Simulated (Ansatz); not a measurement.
The starting structures come from a database of crystals and need not be the phases stable at ambient conditions.

The decay constant κ of evanescent states in the gap governs leakage through a thin film.

Input:

```
CELL_PARAMETERS angstrom
      3.99488     0.00000     0.00000
      0.00000     5.64961     0.00000
      0.00000     2.82481     2.90955
ATOMIC_POSITIONS crystal
  K  0.50000 0.50000 0.00000
  Ta 0.00000 0.00000 0.00000
  O  0.00000 0.00000 0.50000
  O  0.00000 0.50000 0.50000
  O  0.50000 0.00000 0.00000
```

The cell is strained (lengths along the current scaled by 1.03, ions clamped); by r2SCAN it stands under a pressure of -6.4 GPa.

Transport runs along the normal of the first two printed cell vectors.

No gap correction and no spin-orbit coupling; mid-gap is the computed energy nearest the middle.

### Question
Predict the band gap and the smallest decay constant κ at mid-gap from r2SCAN in Ansatz (a quantum-chemistry and plane-wave program).

### Answer
Gap 2.47 eV on a 8×10×10 mesh; κ = 0.240 1/Å, at the zone centre.
